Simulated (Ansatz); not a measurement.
The structure below was relaxed with plane-wave PAW DFT at the PBE-D3(BJ) level (Ansatz, a program for electronic structure, 420 eV), scalar-relativistic without spin-orbit coupling.

Space group P6₃/mmc (No. 194); a = b = 3.859 Å, c = 14.079 Å, α = β = 90.00°, γ = 120.00°

```tsv
atom	site	symmetry	x	y	z
Re	4f	3m.	0.3333	0.6667	0.1672
Se	4f	3m.	0.6667	0.3333	0.1040
```

Question: Write out a cell with all atoms.

Answer: 
```cif
data_Re4Se4
_chemical_formula_sum 'Re4 Se4'
_space_group_name_H-M_alt 'P 1'
_space_group_IT_number 1
_cell_length_a 3.85924
_cell_length_b 3.85924
_cell_length_c 14.07925
_cell_angle_alpha 90.000
_cell_angle_beta 90.000
_cell_angle_gamma 120.000
loop_
_space_group_symop_operation_xyz
  'x, y, z'
loop_
_atom_site_label
_atom_site_type_symbol
_atom_site_fract_x
_atom_site_fract_y
_atom_site_fract_z
_atom_site_occupancy
Re1 Re 0.33333 0.66667 0.16723 1
Re2 Re 0.66667 0.33333 0.66723 1
Re3 Re 0.66667 0.33333 0.83277 1
Re4 Re 0.33333 0.66667 0.33277 1
Se1 Se 0.33333 0.66667 0.60397 1
Se2 Se 0.66667 0.33333 0.10397 1
Se3 Se 0.66667 0.33333 0.39603 1
Se4 Se 0.33333 0.66667 0.89603 1
```
This is the conventional cell.

Whether these cells are dynamically stable was not tested. The final runs are not spin-polarised. The cell was made from GaSe by this change: Ga → Re; the result is a hypothetical phase, not in the database extracts checked. ReSe has a high density of states at the Fermi level and may be magnetic at this level.
